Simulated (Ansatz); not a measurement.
Take MoS$_{2}$ in the 2H-MoS2 type structure (space group P6_3/mmc, No. 194; layered, stacked along the Cartesian z axis) as the base.

```
CELL_PARAMETERS angstrom
      3.14944     0.00000     0.00000
     -1.57472     2.72750     0.00000
      0.00000     0.00000    12.09150
ATOMIC_POSITIONS crystal
  Mo 0.33333 0.66667 0.25000
  Mo 0.66667 0.33333 0.75000
  S  0.33333 0.66667 0.62050
  S  0.66667 0.33333 0.12050
  S  0.66667 0.33333 0.37950
  S  0.33333 0.66667 0.87950
```

Cartesian axes are those of the cell as printed.

The values are results of PBE-D3(BJ)/PAW in Ansatz (a program for electronic structure), spin-orbit coupling left out, earlier PAW set, not measurements.

Now apply this change: every lattice vector is stretched by 0.86 %; the atoms relax in the strained cell.

### Question
Predict the stress tensor and what it implies for the stiffness.

### Answer
Stress of the strained cell less that of the base (GPa, compression positive):
```
  -2.43    0.00    0.00
   0.00   -2.43    0.00
   0.00    0.00   -0.62
```

Then B = −ΔP/(ΔV/V₀) with ΔV/V₀ = 0.0260 gives secant stiffness values (nonlinear terms included at this strain): B (at held cell shape, above the free-shape value) ≈ 70 GPa.

No phonon test of stability was made.
